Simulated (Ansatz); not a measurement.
The parent structure is CoPdO2 (space group R-3m, No. 166; a = 2.862 Å, c = 17.834 Å (hexagonal axes); non-magnetic).

(Cell as relaxed with PBE.)

Levels (all Ansatz, a quantum-chemistry and plane-wave program, PAW): PBE (420 eV, no spin-orbit coupling); PBEsol+U (U_eff on d states: Co 3.32 eV) (Ansatz; PAW; 420 eV plane waves; no spin-orbit coupling).

Each level relaxes its own structure.

```tsv
quantity	PBE	PBEsol+U
volume per atom	10.54 Å³	10.10 Å³
lattice parameter a	2.862 Å	2.818 Å
lattice parameter c	17.834 Å	17.623 Å
band gap	zero	zero
```

PBE's volume per atom lies 0.44 Å³ above PBEsol+U's (4.4 %); PBE's lattice parameter a lies 0.044 Å above PBEsol+U's (1.6 %); PBE's lattice parameter c lies 0.211 Å above PBEsol+U's (1.2 %); the two agree on the band gap. Neither level is exact; PBEsol+U is the comparison here, not a measurement.

Whether these cells are dynamically stable was not tested. Seeded moments were not kept for the base. No Hubbard U is applied in the runs without +U and the magnetic state is the run's own (CoPdO2 non-magnetic); other magnetic orders, which need larger cells, were not tried and can change the gap. All final runs are without spin polarisation. An odd electron count without spin: CoPdO2. The U values are a database's picks, fitted on other projectors than the ortho-atomic ones used here.
